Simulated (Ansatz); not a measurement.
Take Os in the hcp (Mg type) structure (space group P6_3/mmc, No. 194; relaxed with 0.1 eV smearing) as the base.

```xyz
2
Lattice="2.7380 0.0000 0.0000 -1.3690 2.3711 0.0000 0.0000 0.0000 4.3184" Properties=species:S:1:pos:R:3 pbc="T T T"
Os     0.0000     1.5808     3.2388
Os     1.3690     0.7904     1.0796
```

Cartesian axes are those of the cell as printed.

Calculations: r2SCAN, PAW, 500 eV (Ansatz, a program for electronic structure; no spin-orbit coupling).

Before the change:

```
Property   Result
--------  -------
Pressure  0.0 GPa
```

The change: the cell is stretched by 0.66 % along y with no lateral relaxation, atoms relaxed at fixed cell.

### Question
How does this affect the pressure?

### Answer
The pressure (mean of the normal stresses, compression positive) goes from zero to -2.7 GPa.

### Question
Estimate the effect on the energy relative to the base.

### Answer
The energy increases by 1.5 meV/atom.

The cells carry an imposed strain or load. Whether these cells are dynamically stable was not tested. The final runs are not spin-polarised.
